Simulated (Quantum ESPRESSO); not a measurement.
Band structure of LaAl8Fe4 (I4/mmm, 13 atoms in the cell).

```
CELL_PARAMETERS angstrom
      4.43649    -4.43649     2.50273
      4.43649     4.43649     2.50273
     -4.43649    -4.43649     2.50273
ATOMIC_POSITIONS crystal
  La 0.00000 0.00000 0.00000
  Al 0.77127 0.72873 0.50000
  Al 0.22873 0.27127 0.50000
  Al 0.77127 0.50000 0.72873
  Al 0.22873 0.50000 0.27127
  Al 0.65420 0.34580 0.00000
  Al 0.34580 0.65420 0.00000
  Al 0.65420 0.00000 0.34580
  Al 0.34580 0.00000 0.65420
  Fe 0.50000 0.50000 0.50000
  Fe 0.00000 0.00000 0.50000
  Fe 0.50000 0.00000 0.00000
  Fe 0.00000 0.50000 0.00000
```
Moments meant for the start (each program seeds them in its own way; μB, in the order of the atoms La Al Al Al Al Al Al Al Al Fe Fe Fe Fe): 0.0 0.0 0.0 0.0 0.0 0.0 0.0 0.0 0.0 4.0 4.0 4.0 4.0.

Method of the run: PBEsol, GBRV 1.5 ultrasoft (PBESOL) pseudopotentials (plane waves; Quantum ESPRESSO).

Settings: ecutwfc = 50 Ry; ecutrho = 400 Ry; occupations = smearing; smearing = mp; degauss = 0.0073499 Ry; nspin = 2; potentials = {La: la_pbesol_v1.uspp.F.UPF, Al: al_pbesol_v1.uspp.F.UPF, Fe: fe_pbesol_v1.5.uspp.F.UPF}; K_POINTS = automatic 2 2 2 0 0 0; conv_thr = 1e-10 Ry; mixing_beta = 0.5.

The starting cell comes from a database of computed structures (which also holds hypothetical and non-ambient phases and stackings), without a prior relaxation at this level. The magnetic order is the one reached from the typed start; others were not searched systematically.

Levels in eV from the Fermi level, bands 49 to 56 of the first spin channel:
| point | 49 | 50 | 51 | 52 | 53 | 54 | 55 | 56 |
|---|---|---|---|---|---|---|---|---|
| Γ | -0.82 | -0.82 | -0.79 | -0.79 | -0.56 | 0.32 | 1.11 | 1.11 |
| X | -0.78 | -0.75 | -0.36 | -0.32 | -0.09 | 0.18 | 0.62 | 0.76 |
| M | -0.81 | -0.78 | -0.76 | -0.60 | 0.56 | 1.11 | 1.11 | 1.69 |
| Z | -0.93 | -0.85 | 0.10 | 0.10 | 0.27 | 0.33 | 0.34 | 1.21 |
| P | -0.91 | -0.72 | -0.72 | -0.29 | 0.52 | 0.52 | 0.55 | 1.67 |
| N | -0.73 | -0.67 | -0.49 | -0.43 | -0.24 | 0.84 | 1.29 | 1.42 |
| Z1 | -0.93 | -0.85 | 0.10 | 0.10 | 0.27 | 0.33 | 0.34 | 1.21 |

Bands cross the Fermi level along this path, so the cell is metallic at this level.

The net moment of the cell came out as 6.75 μB.
